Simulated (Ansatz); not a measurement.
Candidates (primitive cells; geometry: cell and atoms relaxed with PBEsol):
A. MgV₂O₆ (C2/m), a = 5.238 Å, b = 5.238 Å, c = 6.993 Å, α = 97.75°, β = 97.75°, γ = 38.64°
B. Si (Fd-3m), a = b = c = 3.842 Å, α = β = γ = 60.00°
C. BaS₂ (C2/c), a = 5.117 Å, b = 5.117 Å, c = 8.972 Å, α = 114.47°, β = 114.47°, γ = 54.67°
D. MgS (Fm-3m), a = b = c = 3.6640 Å, α = β = γ = 60.00°
E. YN (Fm-3m), a = 3.4340 Å, b = 3.4340 Å, c = 3.4340 Å, α = 60.00°, β = 60.00°, γ = 60.00°

Put the candidates in order of hole conductivity mass, highest first, for r2SCAN, rigid bands in Ansatz (an electronic-structure program).

A (4.1 mₑ), C (1.91 mₑ), D (1.02 mₑ), E (0.51 mₑ), B (0.31 mₑ)

Masses are for dilute carriers at 300 K, harmonic means over directions unless an axis is named. Spin-orbit coupling is left out.

Formula and space group known from diffraction (Crystallography Open Database), not checked to be the room-temperature form: BaS2 (C2/c), MgV2O6 (C2/m). Treated as nonmagnetic, magnetic states not searched for: MgV2O6 (C2/m).
